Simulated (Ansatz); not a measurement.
OH on the 1x1 (110) surface of bcc W, one in a 2x2 cell, energies for each (28.7 Å²). Energies are against H2O(g) − ½ H2(g), without zero-point or thermal terms; each row is named by its start.

Method: PBE (plane waves to 420 eV, PAW; Ansatz, a program for electronic structure).

Model: 18-atom slab, 6.6 Å thick at the start under the adsorbate (thin: gaps and levels are the slab's own), 6x6x1 mesh, Fermi-Dirac 0.1 eV, dipole correction, 8 atoms held, the rest relaxed; each run with such symmetry as its start has; spin where the adsorbate may keep a moment, no spin-orbit, no U, no dispersion correction.

A negative adsorption energy means that the adsorbate is more stable on the surface than in its reference. Heights count from the host atoms within 0.3 Å of the top one.

| starting site | E_ads (eV) | height (Å) | nearest host atom (Å) | bonded to | Δ work function (eV) | lateral drift (Å) | moment (μB) |
|---|---|---|---|---|---|---|---|
| top W | -0.73 | 1.92 | W 1.92 | W | -0.52 | 0.0 | 0.0 |
| hollow W-W-W | -0.99 | 1.41 | W 2.13 | 3 W | -1.64 | 0.2 | – |
| bridge W-W (span 2.8 Å) | -0.99 | 1.70 | W 2.15 | 2 W | -0.64 | 0.0 | – |
| bridge W-W (span 3.2 Å) | -0.99 | 1.41 | W 2.13 | 3 W | -1.64 | 0.7 | – |
